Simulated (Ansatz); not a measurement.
**Cs$_{2}$AgBiF$_{6}$ (space group Fm-3m, No. 225; a cell from a computed database, its experimental status unchecked)**

```yaml
crystal:
  lattice:
    - [0.00000, 4.77061, 4.77061]
    - [4.77061, 0.00000, 4.77061]
    - [4.77061, 4.77061, 0.00000]
  atoms:
    - { symbol: Cs, position: [0.75000, 0.75000, 0.75000] }
    - { symbol: Cs, position: [0.25000, 0.25000, 0.25000] }
    - { symbol: Ag, position: [0.50000, 0.50000, 0.50000] }
    - { symbol: Bi, position: [0.00000, 0.00000, 0.00000] }
    - { symbol: F, position: [0.76081, 0.23919, 0.23919] }
    - { symbol: F, position: [0.23919, 0.76081, 0.76081] }
    - { symbol: F, position: [0.23919, 0.76081, 0.23919] }
    - { symbol: F, position: [0.76081, 0.23919, 0.76081] }
    - { symbol: F, position: [0.23919, 0.23919, 0.76081] }
    - { symbol: F, position: [0.76081, 0.76081, 0.23919] }
```

Calculations: PBE in Ansatz (plane waves to 420 eV, PAW, no spin-orbit coupling). k-mesh 6×6×6 (Γ-centred); smearing 0.05 eV (Fermi–Dirac).

```yaml
volume_per_atom: 21.71 Å³
density: 5.33 g/cm³
band_gap: 2.76 eV, indirect, X → L
electron_mass: 1.1 mₑ along k, 0.59 mₑ across
hole_mass: 0.47 mₑ along k, 1.7 mₑ across
Lowest conduction-band minima above the VBM: L along ⟨111⟩ 2.76 eV; a point along ⟨110⟩, about 0.4 Å⁻¹ from Γ 3.04 eV; a point along ⟨100⟩, about 0.3 Å⁻¹ from Γ 3.22 eV
total_energy: -3618.512 eV/atom (σ→0; compares only within this code and set-up)
```

Spin-orbit coupling, missing from the scalar runs, can matter with Bi. Effective masses come from finite differences of ±0.01 Å⁻¹. Along k means along the line from Γ to the band edge. Stability against distortions was not tested.

Ansatz is an electronic-structure program.
